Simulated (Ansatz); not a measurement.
**A computed series for MoSi2: pressure series**

The reference is MoSi2 (space group I4/mmm, No. 139; a = 3.174 Å, c = 7.777 Å).

Cell and atoms are relaxed at each pressure.

Level of theory: plane-wave PAW DFT at the LDA level (Ansatz, a first-principles code, 420 eV), without spin-orbit coupling.

```csv
P (GPa),V (Å³/atom)
-2.00,13.179
-1.00,13.118
0.90,13.008
2.10,12.941
4.49,12.812
8.98,12.588
15.00,12.316
22.50,12.015
30.00,11.747
```

A third-order Birch–Murnaghan fit to these points gives V₀ = 13.06 Å³/atom, B₀ = 225 GPa and B₀′ = 4.3. At pressure 30 GPa the volume is 90.0 % of V₀.

Load acts through the strain it causes; cell and atoms are relaxed under it. Whether these cells are dynamically stable was not tested. Competing high-pressure phases were not computed. The final runs are not spin-polarised.
